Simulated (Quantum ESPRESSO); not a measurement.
The steps of a band-structure calculation for MgSi (P-1, 12 atoms in the cell) with Quantum ESPRESSO.

Computed with PBEsol, GBRV 1.5 ultrasoft (PBESOL) pseudopotentials (plane waves; Quantum ESPRESSO 7.5).

Step 1 (scf):

```fortran
&control
    calculation = 'scf'
    prefix = 'mgsi'
    outdir = './tmp/'
    pseudo_dir = './'
    tprnfor = .true.
    tstress = .true.
/
&system
    ibrav = 0
    nat = 12
    ntyp = 2
    ecutwfc = 40
    ecutrho = 200
    occupations = 'smearing'
    smearing = 'fd'
    degauss = 0.0073499
    nbnd = 54
/
&electrons
    conv_thr = 1.0d-8
    mixing_beta = 0.3
/
ATOMIC_SPECIES
Mg    24.3050  mg_pbesol_v1.4.uspp.F.UPF
Si    28.0850  si_pbesol_v1.uspp.F.UPF
ATOMIC_POSITIONS angstrom
Mg    1.3114020588    5.5751458902    6.7029620351
Mg    5.1715239412    1.3110361098    0.8766589649
Mg    4.9548810058    5.4000259831    4.0467596519
Mg    1.5280449942    1.4861560169    3.5328613481
Mg    3.5525167691    4.7951350496    1.3951808375
Mg    2.9304092309    2.0910469504    6.1844401625
Si    3.9269586539    4.6863554563    6.5636486012
Si    2.5559673461    2.1998265437    1.0159723988
Si    0.9572075615    3.9360550596    2.0137537073
Si    5.5257184385    2.9501269404    5.5658672927
Si    2.2906713689    4.2565991259    4.1793272232
Si    4.1922546311    2.6295828741    3.4002937768
K_POINTS automatic
3 3 2  0 0 0
CELL_PARAMETERS angstrom
   5.2446600000     0.0000000000     0.0000000000
   0.8707550000     5.4355160000     0.0000000000
   0.3675110000     1.4506660000     7.5796210000
```

Step 2 (bands):

```fortran
&control
    calculation = 'bands'
    prefix = 'mgsi'
    outdir = './tmp/'
    pseudo_dir = './'
    verbosity = 'high'
/
&system
    ibrav = 0
    nat = 12
    ntyp = 2
    ecutwfc = 40
    ecutrho = 200
    occupations = 'smearing'
    smearing = 'fd'
    degauss = 0.0073499
    nbnd = 54
/
&electrons
    conv_thr = 1.0d-8
    startingwfc = 'random'
    diago_thr_init = 1.0d-6
    diagonalization = 'cg'
/
ATOMIC_SPECIES
Mg    24.3050  mg_pbesol_v1.4.uspp.F.UPF
Si    28.0850  si_pbesol_v1.uspp.F.UPF
ATOMIC_POSITIONS angstrom
Mg    1.3114020588    5.5751458902    6.7029620351
Mg    5.1715239412    1.3110361098    0.8766589649
Mg    4.9548810058    5.4000259831    4.0467596519
Mg    1.5280449942    1.4861560169    3.5328613481
Mg    3.5525167691    4.7951350496    1.3951808375
Mg    2.9304092309    2.0910469504    6.1844401625
Si    3.9269586539    4.6863554563    6.5636486012
Si    2.5559673461    2.1998265437    1.0159723988
Si    0.9572075615    3.9360550596    2.0137537073
Si    5.5257184385    2.9501269404    5.5658672927
Si    2.2906713689    4.2565991259    4.1793272232
Si    4.1922546311    2.6295828741    3.4002937768
K_POINTS crystal_b
11
  0.00000000   0.00000000   0.50000000   4  ! X
  0.00000000   0.00000000   0.00000000   6  ! G
  0.50000000   0.00000000   0.00000000   1  ! Y
  0.50000000   0.00000000   0.50000000   7  ! L
  0.00000000   0.00000000   0.00000000   6  ! G
  0.00000000   0.50000000   0.00000000   1  ! Z
  0.00000000   0.50000000   0.50000000   7  ! N
  0.00000000   0.00000000   0.00000000   8  ! G
  0.50000000   0.50000000   0.00000000   1  ! M
  0.50000000   0.50000000   0.50000000   8  ! R
  0.00000000   0.00000000   0.00000000   1  ! G
CELL_PARAMETERS angstrom
   5.2446600000     0.0000000000     0.0000000000
   0.8707550000     5.4355160000     0.0000000000
   0.3675110000     1.4506660000     7.5796210000
```

Step 3 (bands.x):

```fortran
&bands
    prefix = 'mgsi'
    outdir = './tmp/'
    filband = 'bands.dat'
    lsym = .false.
/
```

Output of bands (abridged):

```
     Atomic positions and unit cell read from directory:
     ./tmp/mgsi.save/

     Message from routine setup:
     using ibrav=0 with symmetry is DISCOURAGED, use correct ibrav instead
     G-vector sticks info
     --------------------
     sticks:   dense  smooth     PW     G-vecs:    dense   smooth      PW
     Sum        1623    1289    373                69693    49799    7609

     bravais-lattice index     =            0
   [... lines left out ...]
     unit-cell volume          =    1458.1500 (a.u.)^3
     number of k points=    50  Fermi-Dirac smearing, width (Ry)=  0.0073
   [... lines left out ...]

     Band Structure Calculation
     CG style diagonalization

     ethr =  1.00E-06,  avg # of iterations = 28.3

     End of band structure calculation

          k = 0.0000 0.0000 0.3460 (  6218 PWs)   bands (ev):

   -68.2507 -68.2506 -68.1234 -68.1229 -67.9128 -67.9111 -35.2203 -35.2152
   -35.2149 -35.2102 -35.2047 -35.2043 -35.0995 -35.0893 -35.0835 -35.0834
   -35.0814 -35.0811 -34.8895 -34.8884 -34.8842 -34.8757 -34.8707 -34.8659
    -3.4073  -2.8982   0.3437   0.7676   1.0638   1.2758   2.8563   2.9205
     3.7415   3.7838   3.7959   3.9880   5.3227   5.4509   6.2482   6.7307
     7.2380   7.5489   7.7665   7.8631   8.1090   8.3347   9.2386   9.4665
     9.6124  10.0657  10.2891  10.5624  11.1072  11.2568

          k = 0.0000 0.0000 0.2595 (  6218 PWs)   bands (ev):

   -68.2509 -68.2504 -68.1233 -68.1229 -67.9128 -67.9111 -35.2202 -35.2152
   -35.2149 -35.2102 -35.2047 -35.2043 -35.0995 -35.0893 -35.0835 -35.0834
   -35.0814 -35.0811 -34.8897 -34.8883 -34.8841 -34.8757 -34.8707 -34.8659
    -3.5038  -2.7331   0.1388   0.6292   1.1346   1.4170   2.8719   3.0277
     3.5704   3.6241   4.0731   4.2773   5.0812   5.5739   6.0509   6.6560
     7.0224   7.4173   7.6653   8.2038   8.3774   8.5820   9.0341   9.4037
     9.6696   9.7730  10.3676  10.8493  11.2498  11.3929

   [... 48 blocks of this kind left out ...]
```

Output of bands.x (abridged):

```
     Reading xml data from directory:

     ./tmp/mgsi.save/

     G-vector sticks info
     --------------------
     sticks:   dense  smooth     PW     G-vecs:    dense   smooth      PW
     Sum        1623    1289    373                69693    49799    7609

     Reading collected, re-writing distributed wavefunctions
     high-symmetry point:  0.0000 0.0000 0.3460   x coordinate   0.0000
     high-symmetry point:  0.0000 0.0000 0.0000   x coordinate   0.3460
     high-symmetry point:  0.5000-0.0801-0.0089   x coordinate   0.8524
     high-symmetry point:  0.5000-0.0801 0.3371   x coordinate   1.1984
     high-symmetry point:  0.0000 0.0000 0.0000   x coordinate   1.8067
     high-symmetry point:  0.0000 0.4824-0.0923   x coordinate   2.2979
     high-symmetry point:  0.0000 0.4824 0.2536   x coordinate   2.6439
     high-symmetry point:  0.0000 0.0000 0.0000   x coordinate   3.1889
     high-symmetry point:  0.5000 0.4023-0.1012   x coordinate   3.8386
     high-symmetry point:  0.5000 0.4023 0.2447   x coordinate   4.1846
     high-symmetry point:  0.0000 0.0000 0.0000   x coordinate   4.8715

     Plottable bands (eV) written to file bands.dat.gnu
     Bands written to file bands.dat

   JOB DONE.
```

The starting cell comes from a database of computed structures (which also holds hypothetical and non-ambient phases and stackings), without a prior relaxation at this level.
